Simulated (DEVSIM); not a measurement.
Device: Schottky contact on n-type GaAs, at 300 K.

Layer 1 from the left is GaAs, thickness (μm) 6.50, Nd (cm⁻³) 1.2e15, τn (s) 5.1e-9, τp (s) 5.1e-9.

Left contact: Schottky, work function 4.8 eV, emission velocity 1.9e6 cm/s. Right contact: ohmic. Voltage is applied to the left contact. Recombination: SRH at mid-gap, radiative. Mobility is μmin + (μ − μmin)/(1 + (N/Nref)^α).

The device is made up for the run: typed textbook-type constants, with dimensions and the other settings drawn at random. Values at 300 K.

GaAs: gap (eV) 1.424, affinity (eV) 4.07, permittivity 12.9, Nc (cm⁻³) 4.7e17, Nv (cm⁻³) 9e18, μn (cm²/Vs) 8500, μp (cm²/Vs) 400, μn,min 500, μp,min 20, Nref,n 6e16, Nref,p 1.5e17, αn 0.39, αp 0.38, B (cm³/s) 2e-10.

DEVSIM, 1D drift-diffusion, Boltzmann statistics, complete ionisation; no tunnelling, impact ionisation, image-force lowering or self-heating. Metal contacts follow the ideal Schottky-Mott rule: no Fermi-level pinning, no interface dipoles.

Dark forward current:

```
|V| (V)  |J| (A/cm²)
-------  -----------
0.05        4.523e-7
0.10        3.575e-6
0.15        2.514e-5
0.20       0.0001741
0.25        0.001202
0.30        0.008289
0.35         0.05705
0.40          0.3897
0.45           2.563
0.50           14.12
0.55           49.92
0.60           111.4
0.65           188.4
0.70           274.0
0.75           364.7
0.80           458.6
0.85           554.8
0.90           652.5
0.95           751.4
1.00           851.2
1.05           951.8
1.10            1053
1.15            1155
1.20            1257
1.25            1359
1.30            1462
```

Problem. Work out the local ideality factor n = ΔV / (kT/q · ln(J2/J1)) between the rows 0.15 and 0.20 V, 1.25 and 1.30 V.

Solution. kT/q = 25.85 mV. From 0.15 to 0.20 V: ln(0.0001741/2.514e-5) = 1.935, n = 1.00, near the 1 of diffusion or emission over a barrier. From 1.25 to 1.30 V: ln(1462/1359) = 0.073, n = 26.48; the layers' resistance at their doping, Σ W/(qμN) = 0.00048 Ω cm², would take 49 mV of this step of 50 mV.

Problem. Estimate the current at 0.30 V for emission alone, J0 = q v N_band exp(−φB/kT), and read the barrier back from the simulated current.

Solution. φB = 0.730 eV, N_band = 4.70e17 cm⁻³, J0 = 7.78e-8 A/cm²; J = J0 (exp(qV/kT) − 1) = 0.00854 A/cm². The simulation gives 0.00829 A/cm²; the estimate lies 3.0 % above. Read backwards, the simulated current gives an apparent barrier of 0.731 eV. The estimate leaves out transport through the depletion region and minority injection.
